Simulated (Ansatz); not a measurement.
## LiNbO3: uniaxial strain ε_zz = +0.75 %

Start from LiNbO3 (space group R3c, No. 161).

```yaml
crystal:
  lattice:
    - [2.53373, 1.46285, 4.56243]
    - [-2.53373, 1.46285, 4.56243]
    - [0.00000, -2.92570, 4.56243]
  atoms:
    - { symbol: Li, position: [0.28114, 0.28114, 0.28114] }
    - { symbol: Li, position: [0.78114, 0.78114, 0.78114] }
    - { symbol: Nb, position: [0.99752, 0.99752, 0.99752] }
    - { symbol: Nb, position: [0.49752, 0.49752, 0.49752] }
    - { symbol: O, position: [0.10552, 0.36572, 0.71719] }
    - { symbol: O, position: [0.71719, 0.10552, 0.36572] }
    - { symbol: O, position: [0.36572, 0.71719, 0.10552] }
    - { symbol: O, position: [0.21719, 0.86572, 0.60552] }
    - { symbol: O, position: [0.86572, 0.60552, 0.21719] }
    - { symbol: O, position: [0.60552, 0.21719, 0.86572] }
```

Cartesian axes are those of the cell as printed.

One thing is altered: the cell is stretched by 0.75 % along z with no lateral relaxation; the atoms relax in the strained cell.

Method: Kohn–Sham DFT with the LDA functional, run in Ansatz (a program for electronic structure) with PAW and 420 eV plane waves, scalar-relativistic without spin-orbit coupling. Settings: 8×8×8 k-points, 0.05 eV Fermi–Dirac smearing.

```json
[
 {"quantity": "volume per atom", "base": "10.15 Å³", "changed": "10.22 Å³", "shift": "+0.076 Å³"},
 {"quantity": "space group", "base": "R3c (No. 161)", "changed": "R3c (No. 161)", "shift": "–"},
 {"quantity": "energy relative to the base (free energy F)", "base": "0 meV/atom", "changed": "+0.5 meV/atom", "shift": "+0.5 meV/atom"},
 {"quantity": "pressure (mean of the normal stresses, compression positive)", "base": "0.00 GPa", "changed": "-1.03 GPa", "shift": "-1.03 GPa"},
 {"quantity": "band gap (an upper bound: an edge found on the path is not a true extremum; both cells)", "base": "3.50 eV", "changed": "3.48 eV", "shift": "-0.02 eV"},
 {"quantity": "stress (xx, yy, zz, yz, xz, xy; compression positive)", "base": "–", "changed": "(-0.59, -0.59, -1.90, 0.00, 0.00, 0.00) GPa", "shift": "–"}
]
```

Final structure:

```
LiNbO3
1.0
    2.53373     1.46285     4.59665
   -2.53373     1.46285     4.59665
    0.00000    -2.92570     4.59665
Li Nb O
2 2 6
Direct
  0.28133   0.28133   0.28133
  0.78133   0.78133   0.78133
  0.99747   0.99747   0.99747
  0.49747   0.49747   0.49747
  0.10617   0.36453   0.71759
  0.71759   0.10617   0.36453
  0.36453   0.71759   0.10617
  0.21759   0.86453   0.60617
  0.86453   0.60617   0.21759
  0.60617   0.21759   0.86453
```

Cost of the whole job for the changed cell (relaxation, final SCF and bands): very roughly 4 core-minutes.

Stability against distortions was not tested.
